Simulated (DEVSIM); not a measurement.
System: abrupt Ge n-p junction, at 300 K.

Layer 1 from the left is Ge, thickness (μm) 15.0, Nd (cm⁻³) 7e15, τn (s) 1.6e-7, τp (s) 1.6e-7. Layer 2 from the left is Ge, thickness (μm) 230, Na (cm⁻³) 4.3e16, τn (s) 1.6e-7, τp (s) 1.6e-7.

Left contact: ohmic. Right contact: ohmic. Voltage is applied to the left contact. Recombination: SRH at mid-gap, radiative. Mobility is constant in doping.

The device is made up for the run: typed textbook-type constants, with dimensions and the other settings drawn at random. Values at 300 K.

Ge: gap (eV) 0.664, affinity (eV) 4, permittivity 16, Nc (cm⁻³) 1.04e19, Nv (cm⁻³) 6e18, μn (cm²/Vs) 3900, μp (cm²/Vs) 1900, B (cm³/s) 6.4e-14.

Model (solved in DEVSIM): 1D drift-diffusion, Boltzmann statistics, complete ionisation; no tunnelling, impact ionisation, image-force lowering or self-heating.

Dark forward current:

```tsv
|V| (V)	|J| (A/cm²)
0.05	0.002521
0.10	0.01938
0.15	0.1332
0.20	0.8639
0.25	4.479
0.30	14.47
0.35	30.73
0.40	51.26
0.45	74.87
0.50	101.0
0.55	129.6
0.60	160.6
0.65	194.0
0.70	230.0
0.75	268.7
0.80	310.2
0.85	354.6
0.90	401.9
0.95	452.4
1.00	505.9
1.05	562.7
1.10	622.8
1.15	686.2
```

Problem. Work out the local ideality factor n = ΔV / (kT/q · ln(J2/J1)) between the rows 0.15 and 0.20 V, 1.10 and 1.15 V.

Solution. kT/q = 25.85 mV. From 0.15 to 0.20 V: ln(0.8639/0.1332) = 1.870, n = 1.03, near the 1 of diffusion or emission over a barrier. From 1.10 to 1.15 V: ln(686.2/622.8) = 0.097, n = 19.95.

Problem. Estimate the current at 0.15 V from the Shockley equation with J0 = Σ q ni² D/(N L) coth(W/L), τ joining the SRH, radiative and Auger lifetimes that are on, and W taken as the whole layer.

Solution. ni² = 4.36e26 cm⁻⁶; holes in the n layer: μ = 1900 cm²/Vs, D = 49.1 cm²/s, τ = 1.60e-7 s, L = 28.0 μm, W/L = 0.54, term 0.000357 A/cm²; electrons in the p layer: μ = 3900 cm²/Vs, D = 101 cm²/s, τ = 1.60e-7 s, L = 40.2 μm, W/L = 5.7, term 4.08e-5 A/cm². J0 = 0.000398 A/cm², and J = J0 exp(qV/kT) = 0.132 A/cm². The simulation gives 0.133 A/cm², the same within the digits that matter. The estimate leaves out recombination in the depletion region and that region's share of W.
